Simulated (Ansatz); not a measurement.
Base system: SnS2 in the CdI2 type structure (space group P-3m1, No. 164; layered, stacked along the Cartesian z axis).

SnS$_{2}$ is taken in the trigonal space group P-3m1 (No. 164), the CdI2 type structure, Pearson symbol hP3. Conventional cell: a = b = 3.6261 Å, c = 5.5729 Å, α = β = 90.00°, γ = 120.00°. Sn on 1a sees 6 S at 2.560 Å (octahedral). S on 2d is surrounded by 3 Sn at 2.560 Å (trigonal pyramidal). (Neighbours: up to the widest gap in distance over summed covalent radii, below 1.35, at either atom; cation-cation and far metal-metal contacts left out.)

Computed with PBEsol-D3(BJ), PAW, 420 eV (Ansatz, an electronic-structure program; scalar-relativistic without spin-orbit coupling).

Before the change:

| Property | Value |
|---|---|
| Volume per atom | 21.15 Å³ |
| Band gap | 0.96 eV |
| Gap character | indirect, K–Γ (87 % along) → k = (0, 0.455, 1/3) in the run's primitive reciprocal basis |

Perturbation: every S is replaced by Cl; the structure is relaxed again.

Tabulated Pauling electronegativity and covalent radius: S 2.58, 1.05 Å; Cl 3.16, 1.02 Å.

Estimate the effect on the volume per atom.

The volume per atom grows by 6.90 Å³ (21.15 Å³ → 28.05 Å³).

Predict the new band gap.

The band gap goes up by 0.87 eV to 1.83 eV.

Predict the new hole mass.

The hole mass is 1.0 mₑ along c, 0.72 mₑ across (at H).

What does the calculation give for the gap character after the change?

The gap character changes from indirect, K–Γ (87 % along) → k = (0, 0.455, 1/3) in the run's primitive reciprocal basis to indirect, H → A.

Effective masses come from finite differences of ±0.01 Å⁻¹. Whether these cells are dynamically stable was not tested. As relaxed here, SnCl2 is a hypothetical phase, not in the database extracts checked.
